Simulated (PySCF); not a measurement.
PySCF 2.14.0, unrestricted R2SCAN/def2-svp, df: Cu(H) triplet ([CuH]), charge 0, multiplicity 3, 2 atoms. The geometry is a generated start, not checked to be a minimum at this level.

```
Quantity                       Value
-------------------  ---------------
task                          energy
method                        r2scan
basis                       def2-svp
two-electron scheme  density fitting
mol.max_memory               3000 MB
mf.max_cycle                     100
mf.init_guess        minao (default)
mf.DIIS              CDIIS (default)
mf.diis_space            8 (default)
mf.conv_tol          1e-09 (default)
mf.grids.level           3 (default)
basis functions                   36
grid points                    30448
```

```xyz
2

Cu     0.4216     0.1034    -0.5661
H     -0.4216    -0.1034     0.5661
```

Charge 0 and multiplicity 3 are set for this test and not shown to be the ground state.

One run each on 2 threads, 1 BLAS thread. Values of level_shift (Hartree) tried: 0 (default), 0.1, 0.3, 1.

Q: How does the count of Fock builds change with level_shift (Hartree), and where is it least?

A: Fewest Fock builds: 0 (default) with 13. The count rises to 75 at 1. All converge to one solution.

```
level_shift (Hartree)  Fock builds            end
---------------------  -----------  -------------
0 (default)                     13  same solution
0.1                             17  same solution
0.3                             30  same solution
1                               75  same solution
```
